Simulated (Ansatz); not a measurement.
Relaxation of the outer planes of the (100) surface of fcc Pd in its 1x1 cell, outermost plane spacing 1.97 Å in the ideal cut.

Computed with PBE (plane waves to 420 eV, PAW; Ansatz, a first-principles code).

Model: 6-atom slab, 9.9 Å thick at the start (thin: gaps and levels are the slab's own), 13x13x1 mesh, Fermi-Dirac 0.1 eV, dipole correction, all atoms relaxed; start symmetry kept, larger cells not searched; no spin, no spin-orbit, no U.

```
plane  atoms  bulk spacing to the next (Å)  relaxed spacing (Å)  change (%)  rumpling (Å)
-----  -----  ----------------------------  -------------------  ----------  ------------
1         Pd                         1.972           (withheld)  (withheld)          0.00
2         Pd                         1.972                1.968        -0.2          0.00
```

Problem. Fill in the missing entries.

Solution. 
- 1, relaxed spacing (Å): 1.944
- 1, change (%): -1.4
